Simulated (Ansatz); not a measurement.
Ca on the Al site + N vacancy in wurtzite AlN (the name describes the start): one set of geometries, relaxed with PBE, evaluated in Ansatz (PAW, plane waves to 420 eV, 500 eV under r2SCAN) with PBE, r2SCAN.

Set-up: 96-site cell; 2×2×2 shifted k-points; start: the Al site; N 1.90 Å away; charged states image-corrected; not converged in cell size; relaxed from one start, so a lower configuration may exist; flagged in the runs: a host whose relaxation on this sampling wasn't shown to rest.

```json
[
 {"quantity": "host gap (eV)", "PBE": "4.03", "r2SCAN": "(withheld)"},
 {"quantity": "ε(+1/0) above the VBM (eV)", "PBE": "1.05", "r2SCAN": "not settled"},
 {"quantity": "ε(0/−1) above the VBM (eV)", "PBE": "3.62", "r2SCAN": "(withheld)"},
 {"quantity": "neutral formation energy against fcc Al, fcc Ca, N2 molecule in a box (eV)", "PBE": "5.69", "r2SCAN": "(withheld)"},
 {"quantity": "largest moment on one atom at charge −1 (μB)", "PBE": "0.04", "r2SCAN": "(withheld)"}
]
```

Given the lower rungs, what does r2SCAN give?


- host gap (eV), r2SCAN: 4.67
- ε(0/−1) above the VBM (eV), r2SCAN: 3.93
- neutral formation energy against fcc Al, fcc Ca, N2 molecule in a box (eV), r2SCAN: 6.28
- largest moment on one atom at charge −1 (μB), r2SCAN: 0.05

Ansatz is an electronic-structure program.
